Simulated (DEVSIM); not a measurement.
abrupt In0.53Ga0.47As n-p junction

Device: abrupt In0.53Ga0.47As n-p junction, at 300 K.

```csv
layer (left to right),material,thickness (μm),Nd (cm⁻³),Na (cm⁻³),τn (s),τp (s)
1,In0.53Ga0.47As,1.20,4.7e15,-,4.9e-9,4.9e-9
2,In0.53Ga0.47As,22.0,-,4.4e15,4.9e-9,4.9e-9
```

Left contact: ohmic. Right contact: ohmic. Voltage is applied to the left contact. Recombination: SRH at mid-gap, Auger. Mobility is μmin + (μ − μmin)/(1 + (N/Nref)^α).

This is a model device: material constants are rounded textbook-type values typed into the input, and sizes, dopings and lifetimes were drawn at random. Values at 300 K.

```tsv
parameter	In0.53Ga0.47As
gap (eV)	0.74
affinity (eV)	4.51
permittivity	13.9
Nc (cm⁻³)	2.1e17
Nv (cm⁻³)	7.7e18
μn (cm²/Vs)	12000
μp (cm²/Vs)	300
μn,min	300
μp,min	10
Nref,n	1.3e17
Nref,p	4.9e17
αn	0.48
αp	0.4
Cn (cm⁶/s)	5e-29
Cp (cm⁶/s)	5e-29
```

DEVSIM, 1D drift-diffusion, Boltzmann statistics, complete ionisation; no tunnelling, impact ionisation, image-force lowering or self-heating.

The potential step across the device at zero bias is 0.449 V and the largest field in the device at zero bias is 15000 V/cm. The dark forward voltage at 1 A/cm² comes out as 0.314 V and the dark forward voltage at 100 A/cm² is 0.669 V.

Dark reverse current:

```tsv
V (V)	J (A/cm²)
0.04	6.3e-5
0.10	0.00012
0.20	0.00019
0.30	0.00026
0.40	0.00032
0.60	0.00043
0.80	0.00053
1.00	0.00062
1.30	0.00074
1.60	0.00086
2.00	0.00100
```

Small-signal capacitance in reverse bias (quasi-static):

```
V (V)  C (nF/cm²)
-----  ----------
0.04         22.7
0.1          21.2
0.2          19.4
0.3          17.9
0.4          16.8
0.6          15.0
0.8          13.7
1            12.7
1.3          11.5
1.6          10.6
2            9.67
```
